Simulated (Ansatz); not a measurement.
Ansatz (a quantum-chemistry and plane-wave program) run on Co₂As (P-6m2, 3 atoms in the cell): relaxation of cell and atoms.

Computed with PBEsol, PAW files made with PBE (plane waves; Ansatz).

```
CELL_PARAMETERS angstrom
      3.84943     0.00000     0.00000
     -1.92471     3.33370     0.00000
      0.00000     0.00000     2.71385
ATOMIC_POSITIONS crystal
  Co 0.66667 0.33333 0.00000
  Co 0.33333 0.66667 0.50000
  As 0.00000 0.00000 0.50000
```
Moments meant for the start (each program seeds them in its own way; μB, in the order of the atoms Co Co As): 3.0 3.0 0.0.

Reference input (self-consistent single point, DFT, PBEsol, plane waves, PAW files made with PBE): kpoints.mp_grid.grid = 7 7 8; hamiltonian.xc = pbesol; hamiltonian.pseudopotentials = {kind: paw} (the program's default PAW files); magnetization.spin_polarized = true; scf.occupations.method = fermi_dirac; scf.occupations.width = 0.1 eV. This run's input differs from it in these lines:

```diff
@@ -23,2 +23,4 @@
     width: 0.1
+relax:
+  cell: {}
 output:
```

Output (repeated stretches shortened):

```
   [... SCF lines of the steps left out ...]
relax step   1: F+E_penalty+E_count = -14999.03746544 eV  Δ(F+E_penalty+E_count) = +0.000e0 eV  max|allowed force component| = 6.785e-17 eV/Å  Δτ_max = 0.0000 Å  P = +1.177 GPa  Ω = 34.826 Å³  (16 SCF iters, dr2 threshold 1.00e-7 eV, accepted)
relax step   2: F+E_penalty+E_count = -14999.03840331 eV  Δ(F+E_penalty+E_count) = -9.379e-4 eV  max|allowed force component| = 2.467e-17 eV/Å  Δτ_max = 0.0000 Å  P = +0.500 GPa  Ω = 34.923 Å³  energy of the carried Pulay correction = -6.020e-5 eV  [...]
relax step   3: F+E_penalty+E_count = -14999.03861768 eV  Δ(F+E_penalty+E_count) = -2.144e-4 eV  max|allowed force component| = 4.318e-17 eV/Å  Δτ_max = 0.0000 Å  P = +0.003 GPa  Ω = 34.992 Å³  energy of the carried Pulay correction = -1.028e-4 eV  [...]
relax step   4: F+E_penalty+E_count = -14999.03873484 eV  Δ(F+E_penalty+E_count) = -1.172e-4 eV  max|allowed force component| = 3.701e-17 eV/Å  Δτ_max = 0.0000 Å  P = +0.002 GPa  Ω = 34.992 Å³  stress off target by 9.22e-3 GPa  SCF on the basis [...]
basis re-selected at this cell: Δ(F+E_penalty+E_count) = -1.172e-4 eV, ΔP = -0.002 GPa vs the last step
the relaxation is at rest under the 12 symmetry operations that the run kept from its start: a minimum is not shown …
the relaxation's final electronic state is not compared with the one that a single-point calculation of its input finds at the relaxed geometry …
Magnetization: 1.5261 μB (25.2630 up, 23.7370 down)
   [... lines left out ...]
Absolute magnetization: 1.6867 μB (∫|ρ↑−ρ↓|, with the PAW one-centre terms)
Free energy (F): -14999.038735 eV
Fermi energy:    18.586123 eV
   [... lines left out ...]
  cell:  # Å, volume = 34.9915 Å³
    - [3.862492096853978, 0.0, 0.0]
    - [-1.931246048426989, 3.34501627779217, 0.0]
    - [0.0, 0.0, 2.7083005519917216]
  atoms:
    - { symbol: Co, position: [0.6666666666666667, 0.3333333333333333, 0.0] }
    - { symbol: Co, position: [0.3333333333333333, 0.6666666666666666, 0.5] }
    - { symbol: As, position: [-2.9997577927741167e-34, -5.777152867982929e-34, 0.5] }
```

The run converged. 

Summary of the result:
| Item | Result |
|---|---|
| Free energy E − TS (on the zero of these files) | -14999.0387 eV |
| Fermi level (on the code's own zero) | 18.59 eV |
| Pressure | 0.00 GPa |
| Size of the cell's spin moment | 1.53 μB |
| Final cell | a = b = 3.8625 Å, c = 2.7083 Å, α = β = 90.00°, γ = 120.00° |
| Final volume per atom | 11.66 Å³ |
| Relaxation steps | 4 |

The starting cell comes from a database of computed structures (which also holds hypothetical and non-ambient phases and stackings), without a prior relaxation at this level. Its lattice was rescaled by a random factor within 2.5 % of one. The magnetic order is the one reached from the typed start; others were not searched systematically. The relaxation keeps the symmetry of its start, so its end need not be a minimum. Ansatz's pressure includes its estimate of the finite-basis (Pulay) stress.

Cost on one core of a shared machine: roughly 50 s.

Keys are those of Ansatz 0.2.
